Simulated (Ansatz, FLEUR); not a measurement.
An Ansatz (a first-principles code) input for a self-consistent single point of NiSi2 (Fm-3m, 3 atoms in the cell) (DFT, PBE, plane waves, default PAW files):

Ansatz 0.2 input:
```yaml
crystal:
  lattice:
    - [0.00000000, 2.66902400, 2.66902400]
    - [2.66902400, 0.00000000, 2.66902400]
    - [2.66902400, 2.66902400, 0.00000000]
  atoms:
    - { symbol: Si, position: [0.25000000, 0.25000000, 0.25000000] }
    - { symbol: Si, position: [0.75000000, 0.75000000, 0.75000000] }
    - { symbol: Ni, position: [0.00000000, 0.00000000, 0.00000000] }
basis:
  ecutwfc: 420.0
kpoints:
  mp_grid:
    grid: [9, 9, 9]
hamiltonian:
  xc: pbe
  pseudopotentials:
    kind: paw
scf:
  occupations:
    method: gaussian
    width: 0.136
output:
  forces: true
  eigenvalues: true
  stress: true
```

Q: Write the same calculation as an input for FLEUR.

A: This is the input that was run; spellings and numerical settings could be chosen otherwise.

Input of the input generator:

```
scf NiSi2
&input film=f /
-0.0000000000 0.7071067812 0.7071067812
0.7071067812 -0.0000000000 0.7071067812
0.7071067812 0.7071067812 -0.0000000000
7.1329034231
1.0 1.0 1.0

3
14 0.2500000000 0.2500000000 0.2500000000
14 0.7500000000 0.7500000000 0.7500000000
28 0.0000000000 0.0000000000 0.0000000000

&comp jspins=1 /
&kpt div1=9 div2=9 div3=9 /
&end /
```

```xml
<?xml version="1.0" encoding="UTF-8" standalone="no"?>
<fleurInput fleurInputVersion="0.39">
   <comment>
      scf NiSi2                                                                                           
   </comment>
   <calculationSetup>
      <cutoffs Kmax="4.1" Gmax="12.3" GmaxXC="12.3" numbands="0"/>
      <scfLoop itmax="60" minDistance="0.00001" maxIterBroyd="15" imix="Anderson" alpha="0.05" precondParam="0.0" spinf="2.0"/>
      <coreElectrons ctail="T" frcor="F" kcrel="0" coretail_lmax="0"/>
      <xcFunctional name="pbe" relativisticCorrections="F"/>
      <magnetism jspins="1"/>
      <soc l_soc="F" theta="0.0" phi="0.0" spav="F"/>
      <expertModes spex="0" secvar="F"/>
      <geometryOptimization l_f="T" forcealpha="1.0" forcemix="BFGS" epsdisp="0.00001" epsforce="0.00001"/>
      <ldaU l_linMix="F" mixParam="0.05" spinf="1.0"/>
   </calculationSetup>
   <cell>
      <bzIntegration valenceElectrons="24.0" mode="gauss" fermiSmearingEnergy="0.00499791">
         <kPointListSelection listName="default-1"/>
         <!-- k-points included here -->
         <xi:include xmlns:xi="http://www.w3.org/2001/XInclude" href="kpts.xml"> </xi:include>
      </bzIntegration>
      <!-- symmetry operations included here -->
      <xi:include xmlns:xi="http://www.w3.org/2001/XInclude" href="sym.xml"> </xi:include>
      <bulkLattice scale="1.0">
         <bravaisMatrix>
            <row-1>    0.0000000000000000     5.0437243801187028     5.0437243801187028</row-1>
            <row-2>    5.0437243801187028     0.0000000000000000     5.0437243801187028</row-2>
            <row-3>    5.0437243801187028     5.0437243801187028     0.0000000000000000</row-3>
         </bravaisMatrix>
      </bulkLattice>
   </cell>
   <atomSpecies>
      <species name="Silicon (Si)" element="Si" atomicNumber="14">
         <mtSphere radius="1.61" gridPoints="555" logIncrement="0.02"/>
         <atomicCutoffs lmax="6" lnonsphr="4"/>
         <electronConfig flipSpins="F">
            <coreConfig>(1s1/2) (2s1/2) (2p1/2) (2p3/2)</coreConfig>
            <valenceConfig>(3s1/2) (3p1/2) (3p3/2)</valenceConfig>
            <stateOccupation state="(3p1/2)" spinUp="0.3333333333333" spinDown="0.3333333333333"/>
            <stateOccupation state="(3p3/2)" spinUp="0.6666666666667" spinDown="0.6666666666667"/>
         </electronConfig>
         <energyParameters s="3" p="3" d="3" f="4"/>
      </species>
      <species name="Nickel (Ni)" element="Ni" atomicNumber="28">
         <mtSphere radius="2.47" gridPoints="853" logIncrement="0.014"/>
         <atomicCutoffs lmax="10" lnonsphr="8"/>
         <electronConfig flipSpins="F">
            <coreConfig>(1s1/2) (2s1/2) (2p1/2) (2p3/2) (3s1/2)</coreConfig>
            <valenceConfig>(3p1/2) (3p3/2) (4s1/2) (3d3/2) (3d5/2)</valenceConfig>
            <stateOccupation state="(3d3/2)" spinUp="1.6" spinDown="1.6"/>
            <stateOccupation state="(3d5/2)" spinUp="2.4" spinDown="2.4"/>
         </electronConfig>
         <energyParameters s="4" p="4" d="3" f="4"/>
         <lo type="SCLO" l="1" n="3" eDeriv="0"/>
      </species>
   </atomSpecies>
   <atomGroups>
      <atomGroup species="Silicon (Si)">
         <relPos label="                   1">1.000/4.000 1.000/4.000 1.000/4.000</relPos>
         <relPos label="                   2">-1.000/4.000 -1.000/4.000 -1.000/4.000</relPos>
         <force calculate="T" relaxXYZ="TTT"/>
      </atomGroup>
      <atomGroup species="Nickel (Ni)">
         <relPos label="                   3">.0000000000 .0000000000 .0000000000</relPos>
         <force calculate="T" relaxXYZ="TTT"/>
      </atomGroup>
   </atomGroups>
   <output dos="F" band="F" slice="F">
      <checks vchk="F" cdinf="F"/>
      <bandDOS minEnergy="-.5*Htr" maxEnergy="0.5*Htr" sigma="0.015" storeEVData="T"/>
      <vacuumDOS vacdos="F" integ="F" star="F" nstars="0" locx1="0.0" locy1="0.0" locx2="0.0" locy2="0.0" nstm="0" tworkf="0.0"/>
      <unfoldingBand unfoldBand="F" supercellX="1" supercellY="1" supercellZ="1"/>
      <plotting iplot="0" polar="F">
         <plot TwoD="T" vec1="  1.0  0.0  0.0" vec2="  0.0  1.0  0.0" vec3="  0.0  0.0  1.0" zero="  0.0  0.0  0.0" file="plot"/>
      </plotting>
      <chargeDensitySlicing numkpt="0" minEigenval="0.0" maxEigenval="0.0" nnne="0" pallst="F"/>
      <specialOutput eonly="F"/>
      <magneticCircularDichroism mcd="F" energyLo="-10.0" energyUp="0.0"/>
   </output>
  <!-- We include the file relax.xml here to enable relaxations (see documentation) -->
  <xi:include xmlns:xi="http://www.w3.org/2001/XInclude" href="relax.xml"> <xi:fallback/> </xi:include>
</fleurInput>
```

Basis settings and potentials, where a program has them, do not carry over. This input uses DFT, PBE, all-electron FLAPW (FLEUR), scalar-relativistic valence.

The starting cell has typed, rounded lattice constants, without a prior relaxation at this level. Its lattice was rescaled by a random factor within 2.5 % of one.
